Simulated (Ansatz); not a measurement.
## Zr3N4 (R-3m, No. 166, 7 atoms in the cell; start mp-754353; a measured phase of this formula has another space group): band gap by level of theory

No measured value is used here.

```tsv
level (code)	value (eV)	cell (Å³/atom)
LDA (Ansatz)	0.98	11.79
PBEsol+SOC (Ansatz)	0.99 (indirect)	12.04
dielectric-dependent PBEsol hybrid (Ansatz)	1.51	12.04
HSE06+SOC (Ansatz)	___	12.04
PBE0 (Ansatz)	2.55	12.04
```

Task: Complete the blanks.

Result: 
- HSE06+SOC (Ansatz, an electronic-structure program), value (eV): 1.87 (indirect)

Computed values are for a static lattice. Levels without +SOC have no spin–orbit coupling; where heavier elements are present it shifts gaps, mostly down, and can invert bands.  Values are at the PBEsol cell; LDA at the level's own relaxed cell. Cutoffs and k meshes differ between the levels. Ansatz's density-functional and Hartree–Fock values are scalar-relativistic unless marked +SOC, with PAW data made under PBE.

A start named mp-… is a Materials Project structure, which need not be a measured phase.
